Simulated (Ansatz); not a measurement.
The reference is BN in the zinc blende structure (space group F-43m, No. 216).

```
CELL_PARAMETERS angstrom
      0.00000     1.80486     1.80486
      1.80486     0.00000     1.80486
      1.80486     1.80486     0.00000
ATOMIC_POSITIONS crystal
  B  0.00000 0.00000 0.00000
  N  0.25000 0.25000 0.25000
```

Cartesian axes are those of the cell as printed.

Method: Ansatz (a program for electronic structure), r2SCAN, PAW, cutoff 500 eV, without spin-orbit coupling.

Strains are applied to the cell and any free atomic positions relax.

One change was made to it. Results:

The valence-band top at Γ (three highest levels, from the VBM) becomes 0.00, -0.05, -0.05 eV (base: 0.00, 0.00, 0.00 eV); the smallest direct gap drops by 0.032 eV to 9.55 eV.

### Question
Which change produced these results?
A. uniaxial strain ε_zz = −1.50 %
B. uniaxial strain ε_zz = −0.50 %
C. uniaxial strain ε_zz = −2.50 %
D. uniaxial strain ε_zz = −2.00 %

### Answer
B, uniaxial strain ε_zz = −0.50 %. For comparison, the valence-band top at Γ in the other runs: uniaxial strain ε_zz = −1.50 % gives 0.00, -0.15, -0.15 eV; uniaxial strain ε_zz = −2.00 % gives 0.00, -0.20, -0.20 eV; uniaxial strain ε_zz = −2.50 % gives 0.00, -0.25, -0.25 eV.

Whether these cells are dynamically stable was not tested.
